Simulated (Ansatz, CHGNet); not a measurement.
## NiAs-type NiSb, c axis length

Reference value: 5.148 Å (measured, temperature not stated, not corrected to a static lattice; as tabulated in Wikipedia's data pages).

```json
[
 {"level (code)": "CHGNet-r²SCAN (CHGNet)", "value (Å)": "5.153", "difference (%)": "+0.10"},
 {"level (code)": "LDA (Ansatz)", "value (Å)": "5.027", "difference (%)": "-2.35"},
 {"level (code)": "PBE (Ansatz)", "value (Å)": "5.158", "difference (%)": "+0.19"},
 {"level (code)": "PBE+SOC (Ansatz)", "value (Å)": "5.160", "difference (%)": "+0.23"},
 {"level (code)": "PBEsol (Ansatz)", "value (Å)": "5.070", "difference (%)": "-1.52"},
 {"level (code)": "PBEsol+SOC (Ansatz)", "value (Å)": "5.071", "difference (%)": "-1.50"},
 {"level (code)": "PBE-D3(BJ) (Ansatz)", "value (Å)": "5.102", "difference (%)": "-0.89"},
 {"level (code)": "PBE-D4 (Ansatz)", "value (Å)": "5.107", "difference (%)": "-0.80"},
 {"level (code)": "rVV10 (Ansatz)", "value (Å)": "5.208", "difference (%)": "+1.17"},
 {"level (code)": "r²SCAN (Ansatz)", "value (Å)": "5.120", "difference (%)": "-0.54"},
 {"level (code)": "HSE06 (Ansatz)", "value (Å)": "5.127", "difference (%)": "-0.41"},
 {"level (code)": "PBE0 (Ansatz)", "value (Å)": "5.127", "difference (%)": "-0.41"}
]
```

The reference's temperature isn't stated, so close values are not ranked against it. Off by more than 1.75 % (a bound picked here): LDA (-2.35 %).

The reference has no zero-point or thermal correction, while the calculations are for a static lattice, so the differences are not the levels' errors alone. A static lattice is as a rule a little smaller than the measured one. The crystal itself was run without spin with LDA, PBE, PBEsol, PBE-D3(BJ), PBE-D4, rVV10, r²SCAN, HSE06, PBE0. HSE06: hybrids on metals are sensitive to the k mesh and can open a false gap. PBE0: the run has no spin polarisation, so it can have missed a magnetic state. Cutoffs and k meshes differ between the levels. Ansatz's density-functional and Hartree–Fock values are scalar-relativistic unless marked +SOC, with PAW data made under PBE.

Machine-learned potentials (CHGNet-r²SCAN) are trained on DFT data, which may include these solids.

Differences are worked out from the printed values.

Ansatz is an electronic-structure program.
